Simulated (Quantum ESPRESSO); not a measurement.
Quantum ESPRESSO run on Mn3SnH (Pm-3m, 5 atoms in the cell): self-consistent single point.

Level of theory: vdW-DF2, GBRV 1.5 ultrasoft (PBE) pseudopotentials (plane waves; Quantum ESPRESSO 7.5).

```yaml
crystal:
  lattice:
    - [4.08838, 0.00000, 0.00000]
    - [0.00000, 4.08838, 0.00000]
    - [0.00000, 0.00000, 4.08838]
  atoms:
    - { symbol: Mn, position: [0.50000, 0.00000, 0.00000], spin: 4.0 }
    - { symbol: Mn, position: [0.00000, 0.50000, 0.00000], spin: 4.0 }
    - { symbol: Mn, position: [0.00000, 0.00000, 0.50000], spin: 4.0 }
    - { symbol: Sn, position: [0.50000, 0.50000, 0.50000] }
    - { symbol: H, position: [0.00000, 0.00000, 0.00000] }
```
(The spins are starting values, not results.)

Reference input (self-consistent single point, DFT, PBEsol, plane waves, GBRV 1.5 ultrasoft (PBESOL) pseudopotentials): ecutwfc = 50 Ry; ecutrho = 400 Ry; occupations = smearing; smearing = methfessel-paxton; degauss = 0.0099958 Ry; nspin = 2; K_POINTS = automatic 5 5 5 0 0 0; conv_thr = 1e-10 Ry; mixing_beta = 0.3. This run's input differs from it in these lines:

```diff
@@ -20,2 +20,3 @@
     starting_magnetization(1) = 0.267
+    input_dft = 'vdw-df2'
 /
@@ -26,5 +27,5 @@
 ATOMIC_SPECIES
-Mn    54.9380  mn_pbesol_v1.5.uspp.F.UPF
-Sn   118.7100  sn_pbesol_v1.4.uspp.F.UPF
-H      1.0080  h_pbesol_v1.4.uspp.F.UPF
+Mn    54.9380  mn_pbe_v1.5.uspp.F.UPF
+Sn   118.7100  sn_pbe_v1.4.uspp.F.UPF
+H      1.0080  h_pbe_v1.4.uspp.F.UPF
 ATOMIC_POSITIONS {crystal}
```

The program printed (abridged):

```
     Self-consistent Calculation

     iteration #  1     ecut=    50.00 Ry     beta= 0.30

     total energy              =    -795.57965031 Ry
     estimated scf accuracy    <       6.12965108 Ry

     total magnetization       =     6.81 Bohr mag/cell
     absolute magnetization    =     7.29 Bohr mag/cell

     iteration #  2     ecut=    50.00 Ry     beta= 0.30

     total energy              =    -796.74646578 Ry
     estimated scf accuracy    <       0.67959964 Ry

     total magnetization       =     8.98 Bohr mag/cell
     absolute magnetization    =     9.52 Bohr mag/cell

     iteration #  3     ecut=    50.00 Ry     beta= 0.30

   [... lines left out ...]

     total energy              =    -796.89077230 Ry
     estimated scf accuracy    <          3.7E-10 Ry

     total magnetization       =     8.38 Bohr mag/cell
     absolute magnetization    =     9.12 Bohr mag/cell

     iteration # 22     ecut=    50.00 Ry     beta= 0.30

     Magnetic moment per site  (integrated on atomic sphere of radius R)
     atom   1 (R=0.206)  charge= 12.2981  magn=  2.5668
     atom   2 (R=0.206)  charge= 12.2981  magn=  2.5668
     atom   3 (R=0.206)  charge= 12.2981  magn=  2.5668
     atom   4 (R=0.292)  charge= 11.9707  magn= -0.1678
     atom   5 (R=0.206)  charge=  1.2283  magn= -0.0333
     End of self-consistent calculation

     the Fermi energy is    14.0814 ev

!    total energy              =    -796.89077230 Ry
     estimated scf accuracy    <          3.6E-11 Ry
     smearing contrib. (-TS)   =      -0.00054881 Ry
     internal energy E=F+TS    =    -796.89022349 Ry

     total magnetization       =     8.38 Bohr mag/cell
     absolute magnetization    =     9.12 Bohr mag/cell

     convergence has been achieved in  22 iterations

     Forces acting on atoms (cartesian axes, Ry/au):

     atom    1 type  1   force =     0.00000000    0.00000000    0.00000000
   [... zero for the other atoms too ...]

     Total force =     0.000000     Total SCF correction =     0.000000

          total   stress  (Ry/bohr**3)                   (kbar)     P=      -66.51
  -0.00045210   0.00000000   0.00000000          -66.51        0.00        0.00
   0.00000000  -0.00045210   0.00000000            0.00      -66.51        0.00
   0.00000000   0.00000000  -0.00045210            0.00        0.00      -66.51

   JOB DONE.
```

The run converged in 22 iterations. Against the reference run the pressure goes from -18.18 to -6.65 GPa and the size of the net moment goes from 1.76 to 1.68 μB/atom.

The starting cell comes from a database of computed structures (which also holds hypothetical and non-ambient phases and stackings), without a prior relaxation at this level. Its lattice was rescaled by a random factor within 2.5 % of one. The magnetic order is the one reached from the typed start; others were not searched systematically. With a pressure of about -7 GPa the cell is away from its equilibrium volume at this level.

Cost on one core of a shared machine: roughly 3 min.
